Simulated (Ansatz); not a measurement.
Consider the following.

```
CELL_PARAMETERS angstrom
      0.01518     2.41871     2.45714
      2.39276     0.02742     2.44490
      2.46473     2.47843    -0.04455
ATOMIC_POSITIONS crystal
  N  0.00000 0.00000 0.00000
  Y  0.50000 0.50000 0.50000
```

No spin polarisation.

Calculations: r2SCAN/PAW in Ansatz (a first-principles code), without spin-orbit coupling. k-mesh 12×12×12 (Γ-centred); smearing 0.05 eV (Fermi–Dirac).

Estimate the pressure (mean of the normal stresses, compression positive).

1.17 GPa.

What is the computed valence-band top at Γ (three highest levels, from the VBM)?

0.00, -0.11, -0.23 eV.

Estimate the band gap.

0.42 eV.

The cells carry an imposed strain or load. Stability against distortions was not tested. The cell was made from YN in the rock salt structure (space group Fm-3m, No. 225) by this change: strain tensor (xx, yy, zz, yz, xz, xy) = (−1.09, −0.53, +1.04, −0.66, −1.16, +1.78) %.
